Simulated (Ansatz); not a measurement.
**Pressure series in AlP**

Take AlP in the zinc blende structure (space group F-43m, No. 216; a = 5.5078 Å) as the base.

Cell and atoms are relaxed at each pressure.

Method: DFT with PBE, PAW potentials and a 420 eV plane-wave cutoff in Ansatz (a program for electronic structure), spin-orbit coupling left out.

Notes on the quantities. hole mass: degenerate bands, along [100].

| case | width of the top valence band | hole mass | smallest direct gap | band gap | volume per atom |
|---|---|---|---|---|---|
| base | 2.72 eV | 0.19, 0.56, 0.56 mₑ (at Γ) | 3.09 eV | 1.63 eV | 20.88 Å³ |
| pressure −2 GPa | 2.64 eV | 0.18, 0.57, 0.57 mₑ (at Γ) | 2.87 eV | 1.68 eV | 21.42 Å³ |
| pressure −1 GPa | 2.68 eV | 0.19, 0.57, 0.57 mₑ (at Γ) | 2.98 eV | 1.66 eV | 21.14 Å³ |
| pressure 0.9 GPa | 2.76 eV | 0.20, 0.56, 0.56 mₑ (at Γ) | 3.18 eV | 1.61 eV | 20.66 Å³ |
| pressure 2.1 GPa | 2.80 eV | 0.20, 0.55, 0.55 mₑ (at Γ) | 3.29 eV | 1.59 eV | 20.39 Å³ |
| pressure 4.5 GPa | 2.88 eV | 0.21, 0.55, 0.55 mₑ (at Γ) | 3.51 eV | 1.54 eV | ? |
| pressure 9 GPa | 3.02 eV | 0.22, 0.53, 0.53 mₑ (at Γ) | 3.68 eV | 1.45 eV | 19.08 Å³ |
| pressure 15 GPa | 3.19 eV | 0.24, 0.52, 0.52 mₑ (at Γ) | ? | 1.34 eV | 18.21 Å³ |
| pressure 22.5 GPa | 3.38 eV | ? | ? | 1.21 eV | 17.34 Å³ |
| pressure 30 GPa | 3.54 eV | 0.27, 0.49, 0.49 mₑ (at Γ) | 3.64 eV | 1.10 eV | 16.62 Å³ |

Question: What belongs in the blanks?

Answer: 
- pressure 4.5 GPa, volume per atom: 19.88 Å³
- pressure 15 GPa, smallest direct gap: 3.67 eV
- pressure 22.5 GPa, hole mass: 0.25, 0.50, 0.50 mₑ (at Γ)
- pressure 22.5 GPa, smallest direct gap: 3.66 eV

Load acts through the strain it causes; cell and atoms are relaxed under it. Effective masses come from finite differences of ±0.01 Å⁻¹. No phonon test of stability was made. Measured, AlP leaves this structure (for the NiAs type) near 14.2 GPa (temperature not stated; as listed in Datta, Sujoy, Jana, Debnarayan, arXiv (2020)), on rising pressure, with hysteresis.
